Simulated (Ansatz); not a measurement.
The parent structure is CaO in the rock salt structure (space group Fm-3m, No. 225; a = 4.8307 Å).

The values are results of PBE/PAW in Ansatz (a first-principles code), without spin-orbit coupling, not measurements.

Before the change:

* **Valley order**: X along ⟨100⟩ 3.66 eV; Γ 4.61 eV
* **Electron mass**: 1.4 mₑ along k, 0.44 mₑ across (at X)
* **Hole mass**: 0.35, 2.9, 2.9 mₑ (at Γ)
* **Smallest direct gap**: 4.03 eV
* **Width of the top valence band**: 1.16 eV

Modification: a negative pressure, −2 GPa.

**Question.** Predict the new valley order.

**Answer.** The valley order (the lowest conduction-band minima on the path, energy above the VBM, named in the base's zone) goes from X along ⟨100⟩ 3.66 eV; Γ 4.61 eV to X along ⟨100⟩ 3.66 eV; Γ 4.45 eV.

**Question.** How does this affect the electron mass?

**Answer.** The electron mass changes from 1.4 mₑ along k, 0.44 mₑ across (at X) to 1.4 mₑ along k, 0.45 mₑ across (at X).

**Question.** How does this affect the hole mass?

**Answer.** The hole mass (degenerate bands, along [100]) goes from 0.35, 2.9, 2.9 mₑ (at Γ) to 0.36, 2.9, 2.9 mₑ (at Γ).

**Question.** What happens to the smallest direct gap?

**Answer.** The smallest direct gap stays essentially unchanged (4.03 eV against 4.04 eV).

**Question.** Predict the new width of the top valence band.

**Answer.** The width of the top valence band falls by 0.037 eV, from 1.16 eV to 1.13 eV.

Load acts through the strain it causes; cell and atoms are relaxed under it. Effective masses come from finite differences of ±0.01 Å⁻¹. Along k means along the line from Γ to the band edge. Whether these cells are dynamically stable was not tested.
